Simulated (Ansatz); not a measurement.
BaTiO3 (R3m, No. 160, 5 atoms in the cell; start COD 9014074) was calculated with LDA (plane waves, PAW; Ansatz, a quantum-chemistry and plane-wave program).

Run with plane-wave cutoff 520 eV, 8×8×8 k mesh, Fermi–Dirac smearing 0.01 eV, no spin polarisation, scalar-relativistic PAW data made under PBE.

Cell (relaxed at this level):

```yaml
crystal:
  lattice:
    - [2.78791, 1.60960, 2.28025]
    - [-2.78791, 1.60960, 2.28025]
    - [0.00000, -3.21920, 2.28025]
  atoms:
    - { symbol: Ba, position: [0.00021, 0.00021, 0.00021] }
    - { symbol: Ti, position: [0.49160, 0.49160, 0.49160] }
    - { symbol: O, position: [0.50946, 0.50946, 0.01357] }
    - { symbol: O, position: [0.01357, 0.50946, 0.50946] }
    - { symbol: O, position: [0.50946, 0.01357, 0.50946] }
```

Problem. Give the computed band gap and bulk modulus.

Solution. 
- band gap: 2.15 eV (on the SCF k mesh)
- bulk modulus: 147 GPa

Note: the relaxation could not lower the start's symmetry, so the cell can be a saddle point above a distorted one; the bulk modulus is −V dP/dV from two relaxed cells at ±2 % in volume.

Spin–orbit coupling is not included.

Computed values are for the static lattice.

The result took about 120 core-seconds (a rough figure).
